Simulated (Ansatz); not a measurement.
Defect: Sb-vacancy pair (Sb on one host Si site, one Si site vacant) in silicon, charge state +1. The step: the Sb atom itself jumps into the vacancy (Sb-vacancy distance between ideal sites 2.37 Å throughout); the atom moves 1.48 Å along (0.16, 0.16, 0.16) of the unit cell; the moving atom starts with neighbours 3 Si at 2.63 Å and ends with 3 Si at 2.63 Å. DFT values are from Ansatz (plane-wave PAW, 420 eV unless said) in a cell of 216 host sites, spin-restricted, static, with no finite-size correction. The charge state is imposed; whether it is stable for some Fermi level was not computed. Forms of the defect that were not tried may lie lower. For the PBE band: the saddle point's order was not checked, and it lies on a symmetry element of the cell, where a band can be held.

| Level | Forward barrier (eV) | Cost of the band or of the saddle's single point |
|---|---|---|
| PBE, one k-point at (0.250, 0.250, 0.250), band relaxed | 0.27 | around 3 core-hours (rough) |
| PBE, a 2×2×2 k-point mesh shifted by half a step, same geometries | 0.14 | roughly 30 core-minutes |
| r2SCAN at 500 eV, one k-point at (0.250, 0.250, 0.250), same geometries | ? | roughly 21 core-minutes |

**Question.** Complete the blanks.

**Answer.** 
- r2SCAN at 500 eV, one k-point at (0.250, 0.250, 0.250), same geometries, Forward barrier (eV): 0.46

Ansatz is a first-principles code.
